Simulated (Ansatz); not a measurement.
How the elastic constant C66 of AlB2-type TiB₂ moves with the method

No measured value is used here.

```json
[
 {"level (code)": "LDA (Ansatz)", "value (GPa)": "314", "cell (Å³/atom)": "8.17"},
 {"level (code)": "BLYP (Ansatz)", "value (GPa)": "…", "cell (Å³/atom)": "8.79"},
 {"level (code)": "PBE (Ansatz)", "value (GPa)": "…", "cell (Å³/atom)": "8.56"},
 {"level (code)": "PBEsol (Ansatz)", "value (GPa)": "303", "cell (Å³/atom)": "8.37"},
 {"level (code)": "RPBE (Ansatz)", "value (GPa)": "282", "cell (Å³/atom)": "8.71"},
 {"level (code)": "PBE-D3(BJ) (Ansatz)", "value (GPa)": "311", "cell (Å³/atom)": "8.29"},
 {"level (code)": "r²SCAN (Ansatz)", "value (GPa)": "306", "cell (Å³/atom)": "8.51"},
 {"level (code)": "r²SCAN+rVV10 (Ansatz)", "value (GPa)": "309", "cell (Å³/atom)": "8.48"}
]
```

Problem. Fill in the missing entries.

Solution. 
- BLYP (Ansatz, a program for electronic structure), value (GPa): 269
- PBE (Ansatz), value (GPa): 291

The crystal itself was run without spin with LDA, BLYP, PBE, PBEsol, RPBE, PBE-D3(BJ), r²SCAN, r²SCAN+rVV10; a magnetic state was not tried in these runs. PBE-D3(BJ): the dispersion coefficients are held fixed in the derivatives. Each level is taken at its own relaxed cell. Cutoffs differ between the levels. Ansatz's density-functional and Hartree–Fock values are scalar-relativistic unless marked +SOC, with PAW data made under PBE.
